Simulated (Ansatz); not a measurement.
**InAs: strain along the normal**

InAs (zinc blende, F-43m, 28.506 Å³/atom at rest) under an equal strain ε in the (111) plane with the normal axis free, as in a coherent film. r2SCAN in Ansatz, a plane-wave DFT program (PAW, default set), 500 eV, 9×9×9 Γ-centred mesh, Fermi-Dirac smearing 0.05 eV; ions are relaxed within the symmetry of each cell.

Here s stands for strain and y for normal strain.

| strain (%) | normal strain (%) |
|---|---|
| -1.25 | 0.74 |
| -0.83 | 0.49 |
| -0.42 | 0.24 |
| 0.00 | 0.00 |
| 0.42 | -0.25 |
| 0.83 | -0.49 |
| 1.25 | -0.73 |
| 2.50 | ? |

The 7 complete rows are fitted with a straight line, y against s. Means: s 0, y 0.000. About the means, the sum of products is -2.8567 and the sum of squares of s is 4.8556; the slope is their ratio. Least squares gives y = 0.000 - 0.5883·s. Residuals (row less fit): 0.005, 0.002, -0.007, 0.000, -0.003, -0.002, 0.005; standard error 0.005 (degrees of freedom: 5). The slope, -0.59 ± 0.00, is the elastic response of the normal axis.

What does the fit predict for y at s = 2.50, and how far is the calculated value from it?

y = 0.000 - 0.5883 × 2.50 = -1.471%. The calculation gives -1.43%, 0.041% above the prediction (1.9 % of the range of y in the table). The row lies outside the fitted rows, so this is an extrapolation. The fitted rows scatter only by rounding.

One order more, fitted to all 13 runs of the series, follows each within 0.01, so the miss is the next term of a smooth law. This level leaves no gap over 0.05 eV at strain 0.42, 0.83, 1.25, where the mesh may be coarse. Rows are the converged runs of the series near zero and its far end; series whose fitted rows scatter by over a few per cent of the range, as at a crossing or softening among them, aren't shown in this form. Most that stay on the fit to the last digits aren't either.
